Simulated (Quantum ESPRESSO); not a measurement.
Equation of state of AlB2-type MgB2 (space group 191): energy against volume (Quantum ESPRESSO, PBE)

```
MgB2
1.0
    3.03506     0.00000     0.00000
   -1.51753     2.62844     0.00000
    0.00000     0.00000     3.45741
Mg B
1 2
Direct
  0.00000   0.00000   0.00000
  0.66667   0.33333   0.50000
  0.33333   0.66667   0.50000
```

Level of theory: PBE, PSlibrary PAW (PBE) pseudopotentials (plane waves; Quantum ESPRESSO). Settings: ecutwfc = 143 Ry; ecutrho = 1001 Ry; occupations = smearing; smearing = fermi-dirac; degauss = 0.0036749 Ry; potentials = {Mg: Mg.pbe-spn-kjpaw_psl.1.0.0.UPF, B: B.pbe-n-kjpaw_psl.1.0.0.UPF}; K_POINTS = automatic 22 22 17 0 0 0; conv_thr = 1e-10 Ry. The cell above is the first row's. The rows scale it uniformly. In all rows fractional positions and the k mesh are held. E is the free energy at the stated smearing, counted from the lowest row.

```
V (Å^3/atom)  E (meV/atom)
------------  ------------
9.1938                9.48
9.3936                2.54
9.5935                0.00
9.7934                1.46
9.9932                6.56
10.1931              14.96
10.3930              26.36
10.5928              40.47
10.7927                  ?
```

Using the third-order Birch-Murnaghan form, a cubic in V^(-2/3), estimate the missing E at V = 10.7927 from the other rows, showing the fit.

With u = V^(-2/3) - 0.217, the rows have u = 0.010861, 0.007618, 0.004487, 0.001463, -0.001459, -0.004286, -0.007023, -0.009671. Least squares gives E = 3.562 - 1744.62·u + 212625·u² - 166648·u³. Residuals (row less fit): -0.002, 0.003, 0.000, -0.004, -0.001, 0.002, 0.001, -0.001; standard error 0.003 (degrees of freedom: 4). Its minimum lies at u = 0.004123, so V0 = (0.221123)^(-3/2) = 9.617. There d²E/du² = 421100 and d³E/du³ = -999900, so B0 = (4/9) × 9.617^(-7/3) × 421100 × 0.160218 = 152 GPa (the last factor turns the table's units into GPa), and B0' = 4 + (2/3) × 0.221123 × (-999900)/421100 = 3.6. The program's pressures in the fitted runs (not shown) pass through zero at V = 9.61, 0.04 % from this V0. At the withheld row, u = -0.012239, so E = 3.562 - 1744.62 × (-0.012239) + 212625 × (-0.012239)² - 166648 × (-0.012239)³ = 57.070 meV/atom. The calculation gives 57.07 meV/atom, which the fit meets to the printed digits. The row lies outside the fitted rows, so this is an extrapolation. From the scatter of the fitted rows alone, a prediction at this place has a standard error of 0.007 meV/atom, so the miss is 0.0 times that.

Carrying the step between the two nearest rows on in a straight line would have given 54.59, off by 2.48; series whose last step already gives the withheld value aren't shown. The scan was laid around a cell of about the measured size, scaled by a guess for this functional; axis ratios and inner coordinates come from that cell. The runs keep the symmetry of the cell, so they don't test it for distortions. The shape of the cell and the inner coordinates aren't relaxed, so V0 and B0 belong to this uniform scaling; a relaxed crystal lies no higher in energy and is usually softer. Cutoffs and mesh are single choices, not tested for convergence of this quantity. Series with a scatter that would blur these digits, or in which a gap closes, are not shown. Nor are scans whose minimum lies at an end fitted in this form.
